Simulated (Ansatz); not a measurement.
## α-phase CO

Calculation: r²SCAN (plane waves, PAW; Ansatz, a quantum-chemistry and plane-wave program).

Settings: plane-wave cutoff 600 eV, 6×6×6 k mesh, scalar-relativistic PAW data made under PBE.

Cell (relaxed at this level):

CO is modelled in the cubic space group P2₁3 (No. 198), Pearson symbol cP8. Cell: a = b = c = 5.691 Å, α = β = γ = 90.00°. C on 4a sees 1 O at 1.126 Å. O on 4a has 1 C at 1.126 Å. (Neighbours: up to the widest gap in distance over summed covalent radii, below 1.35, at either atom.)

```json
{
 "Voigt–Reuss–Hill bulk modulus": "1.87 GPa",
 "polycrystal shear modulus (Hill average)": "1.15 GPa",
 "young_modulus": "2.9 GPa",
 "poisson_ratio": "0.244"
}
```

Note: the cell comes from a level without a dispersion term, which matters for the spacing of layers, chains or molecules.

Elastic constants are with the ions relaxed.

The computed numbers hold no vibrational or temperature effects.

The result took about 50 core-minutes (a rough figure).
